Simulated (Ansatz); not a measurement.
**MoS2: response to strain**

Consider MoS$_{2}$ (space group P6_3/mmc, No. 194; a = 3.149 Å, c = 12.089 Å; layered, stacked along the Cartesian z axis). Axes: x lies along a and z along c of the hexagonal cell.

Strains are applied to the cell and any free atomic positions relax.

All numbers come from Ansatz (a program for electronic structure) PBE-D3(BJ), no spin-orbit coupling.

Notes on the quantities. energy relative to the base: free energy F; pressure: mean of the normal stresses, compression positive.

```json
[
 {"case": "base", "energy relative to the base": "0 meV/atom", "volume per atom": "17.31 Å³", "largest internal atomic displacement": "–", "pressure": "0.00 GPa"},
 {"case": "uniaxial strain ε_zz = −3.00 %", "energy relative to the base": "?", "volume per atom": "16.79 Å³", "largest internal atomic displacement": "?", "pressure": "?"},
 {"case": "uniaxial strain ε_zz = −2.40 %", "energy relative to the base": "+2.3 meV/atom", "volume per atom": "16.89 Å³", "largest internal atomic displacement": "0.033 Å", "pressure": "0.85 GPa"},
 {"case": "uniaxial strain ε_zz = −1.80 %", "energy relative to the base": "+1.2 meV/atom", "volume per atom": "17.00 Å³", "largest internal atomic displacement": "0.025 Å", "pressure": "0.60 GPa"},
 {"case": "uniaxial strain ε_zz = −1.20 %", "energy relative to the base": "+0.5 meV/atom", "volume per atom": "17.10 Å³", "largest internal atomic displacement": "0.017 Å", "pressure": "0.38 GPa"},
 {"case": "uniaxial strain ε_zz = −0.60 %", "energy relative to the base": "+0.1 meV/atom", "volume per atom": "17.20 Å³", "largest internal atomic displacement": "–", "pressure": "0.17 GPa"}
]
```

Q: Some entries are withheld; estimate them.

A: 
- uniaxial strain ε_zz = −3.00 %, energy relative to the base: +3.7 meV/atom
- uniaxial strain ε_zz = −3.00 %, largest internal atomic displacement: 0.041 Å
- uniaxial strain ε_zz = −3.00 %, pressure: 1.13 GPa

Whether these cells are dynamically stable was not tested.
